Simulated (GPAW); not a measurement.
How a calculation on K3Sr (P1, 4 atoms in the cell) responds to its settings

```xyz
4
Lattice="0.0000 5.1659 5.1659 5.1659 0.0000 5.1659 5.1659 5.1659 0.0000" Properties=species:S:1:pos:R:3 pbc="T T T"
K      2.5627     2.5505     2.6281
K      7.7901     7.6794     7.7519
K      5.1853     5.1399     5.1290
Sr    -0.0405     0.1278    -0.0115
```

Base run A: GPAW 25.7.0 with LDA (Perdew-Wang 92), GPAW PAW datasets LDA (gpaw-data 1.0.1), self-consistent single point.

Its settings: mode = pw; ecut = 600 eV; xc = LDA; kpts = 3 3 3; mesh shift (steps) = 0 0 0; occupations.name = methfessel-paxton; occupations.width = 0.1 eV; occupations.order = 0; nbands = -12; symmetry.symmorphic = false; symmetry.tolerance = 0.0005; maxiter = 100.

The starting cell comes from a database of computed structures (which also holds hypothetical and non-ambient phases and stackings), without a prior relaxation at this level. Its atoms were displaced at random from the sites of space group no. 225.

ΔF is the free energy per atom less that of run A. 

```csv
run,"mixer.beta, mixer.weight",ΔF (meV/atom),pressure (GPa),largest force (eV/Å),iterations
A,"default, default",0.00,-0.60,0.110,14
B,"0.05, 1",0.00,-0.60,0.110,12
C,"0.05, 10",0.00,-0.60,0.110,14
D,"0.05, 20",0.00,-0.60,0.110,14
E,"0.05, 100",0.00,-0.60,0.110,14
F,"0.05, 200",0.00,-0.60,0.110,14
```

Runs B, C, D, E, F reached the same state as A (within 1 meV/atom).
